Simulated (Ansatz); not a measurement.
**A computed series for hypothetical P6_3/mmc SiS2: pressure series**

Base system: SiS2 in the 2H-MoS2 type structure (space group P6_3/mmc, No. 194; a hypothetical phase, not in the database extracts checked; layered, stacked along the Cartesian z axis).

```yaml
crystal:
  lattice:
    - [3.20968, 0.00000, 0.00000]
    - [-1.60484, 2.77967, 0.00000]
    - [0.00000, 0.00000, 11.76768]
  atoms:
    - { symbol: Si, position: [0.33333, 0.66667, 0.25000] }
    - { symbol: Si, position: [0.66667, 0.33333, 0.75000] }
    - { symbol: S, position: [0.33333, 0.66667, 0.62629] }
    - { symbol: S, position: [0.66667, 0.33333, 0.12629] }
    - { symbol: S, position: [0.66667, 0.33333, 0.37371] }
    - { symbol: S, position: [0.33333, 0.66667, 0.87371] }
```

Cell and atoms are relaxed at each pressure.

Method: PBE-D3(BJ) (Ansatz, a first-principles code), without spin-orbit coupling, earlier PAW set.

Candidates:
(a) pressure 60 GPa
(b) pressure −1 GPa
(c) pressure 9 GPa

For the base:

The c/a ratio is 3.666.

Order them by c/a ratio, lowest first.

(a) pressure 60 GPa (3.255), (c) pressure 9 GPa (3.382), (b) pressure −1 GPa (3.754)

Load acts through the strain it causes; cell and atoms are relaxed under it. Whether these cells are dynamically stable was not tested. No other phases were tried under pressure. All final runs are without spin polarisation.
